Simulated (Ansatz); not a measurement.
The parent structure is ZnSiP2 in the chalcopyrite structure (space group I-42d, No. 122).

```
CELL_PARAMETERS angstrom
     -2.70926     2.70926     5.26983
      2.70926    -2.70926     5.26983
      2.70926     2.70926    -5.26983
ATOMIC_POSITIONS crystal
  Zn 0.00000 0.00000 0.00000
  Zn 0.75000 0.25000 0.50000
  Si 0.50000 0.50000 0.00000
  Si 0.25000 0.75000 0.50000
  P  0.87500 0.85768 0.48268
  P  0.14232 0.62500 0.01732
  P  0.37500 0.39232 0.51732
  P  0.60768 0.12500 0.98268
```

All numbers come from Ansatz (an electronic-structure program), PBE, PAW, cutoff 420 eV, no spin-orbit coupling.

For the base:

The band gap is 1.36 eV. The valence-band top at Γ is 0.00, -0.13, -0.13 eV. The electron mass is 1.5 mₑ along c, 0.26 mₑ across (at Γ) and the hole mass comes out as 0.16 mₑ along c, 0.40 mₑ across (at Γ). The density is 3.34 g/cm³.

The change: cell and atoms relaxed at a pressure of 30 GPa.

Problem. How does this affect the band gap?

Solution. The band gap drops by 0.60 eV, from 1.36 eV to 0.76 eV.

Problem. Predict the new valence-band top at Γ.

Solution. The valence-band top at Γ (three highest levels, from the VBM) becomes 0.00, -0.15, -0.15 eV (base: 0.00, -0.13, -0.13 eV).

Problem. Estimate the effect on the electron mass.

Solution. The electron mass goes from 1.5 mₑ along c, 0.26 mₑ across (at Γ) to 1.3 mₑ along c, 0.23 mₑ across (at Γ).

Problem. Predict the new hole mass.

Solution. The hole mass changes from 0.16 mₑ along c, 0.40 mₑ across (at Γ) to 0.24 mₑ along c, 0.30 mₑ across (at Γ).

Problem. What happens to the density?

Solution. The density grows by 0.818 g/cm³, from 3.34 g/cm³ to 4.15 g/cm³.

Load acts through the strain it causes; cell and atoms are relaxed under it. Effective masses come from finite differences of ±0.01 Å⁻¹. Stability against distortions was not tested. Competing high-pressure phases were not computed.
